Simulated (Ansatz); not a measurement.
Response to strain in Ti

Take Ti in the hcp (Mg type) structure (space group P6_3/mmc, No. 194; a = 2.936 Å, c = 4.640 Å; relaxed with 0.1 eV smearing) as the base. Axes: x lies along a and z along c of the hexagonal cell.

Strains are applied to the cell and any free atomic positions relax.

Computed with r2SCAN/PAW in Ansatz (a program for electronic structure), no SOC.

Notes on the quantities. energy relative to the base: free energy F; pressure: mean of the normal stresses, compression positive.

| case | largest internal atomic displacement | energy relative to the base | shortest interatomic distance | pressure |
|---|---|---|---|---|
| base | – | 0 meV/atom | 2.874 Å | 0.0 GPa |
| uniaxial strain ε_xx = −3.00 % | 0.033 Å | +9.1 meV/atom | 2.835 Å | 3.7 GPa |
| uniaxial strain ε_xx = −2.50 % | 0.027 Å | +6.3 meV/atom | 2.842 Å | 3.1 GPa |
| uniaxial strain ε_xx = −2.00 % | 0.022 Å | +4.0 meV/atom | 2.848 Å | 2.4 GPa |
| uniaxial strain ε_xx = −1.50 % | 0.016 Å | +2.2 meV/atom | 2.855 Å | 1.8 GPa |
| uniaxial strain ε_xx = −1.00 % | 0.010 Å | +1.0 meV/atom | 2.861 Å | 1.2 GPa |
| uniaxial strain ε_xx = −0.50 % | – | +0.2 meV/atom | 2.866 Å | 0.6 GPa |

Stability against distortions was not tested. The final runs are not spin-polarised.
